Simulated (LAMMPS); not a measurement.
Melts of ZnSe (zinc blende) cooled to 300 K at several rates.

Computed with classical MD, pair style sw, file CdTeZnSeHgS0.sw, run in LAMMPS.

| cooling rate (K/s) | energy above the crystal | state | density | coordination number of Se by Zn | rough cost |
|---|---|---|---|---|---|
| 3e+12 | 0.244 eV/atom | partly crystallised | 4.97 g/cm³ (one sample) | 3.83 (counted to 3.22 Å) | 40 core-minutes |
| 1e+13 | 0.273 eV/atom | glass | 4.96 g/cm³ (one sample) | 3.83 (counted to 3.22 Å) | 7 core-minutes |
| 1e+14 | 0.342 eV/atom | glass | 4.89 g/cm³ (one sample) | 3.80 (counted to 3.22 Å) | 6 core-minutes |

Costs are rough and include melting and analysis.

Caution: the real compound melts congruently only under the pressure of its own vapour and loses its more volatile element when open.

Caution (row 3e+12): the cell keeps the atom count and shape of the starting crystal, which eases freezing.
